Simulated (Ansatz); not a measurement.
Input:

```
SrTiO3
1.0
    3.90120     0.01714     0.00000
    0.01714     3.90120     0.00000
    0.00000     0.00000     3.88522
Sr Ti O
1 1 3
Cartesian
  0.00000   0.00000   0.00000
  1.95917   1.95917   1.94261
  1.95060   0.00857   1.94261
  0.00857   1.95060   1.94261
  1.95917   1.95917   0.00000
```

Calculation: PBEsol with spin-orbit coupling, rigid bands (plane waves, PAW; Ansatz, a first-principles code). Condition of this run: uniaxial stress along [110] of -2 GPa (compression positive) (the target of the relaxation). Cell: cell and atoms relaxed with PBEsol, then loaded as said.

**Question.** Predict the hole conductivity mass (n e² τ/σ) at 300 K, by direction if it differs.

**Answer.** 1.96 (x), 1.96 (y), 1.70 (z) mₑ.

**Question.** Predict the electron conductivity mass (n e² τ/σ) at 300 K, by direction if it differs.

**Answer.** 0.65 (x), 0.65 (y), 0.70 (z) mₑ.

**Question.** And the band gap?

**Answer.** 1.82 eV at this level; semilocal functionals usually fall short of the measured gap.

Rigid bands, one relaxation time for all states, no polarons.
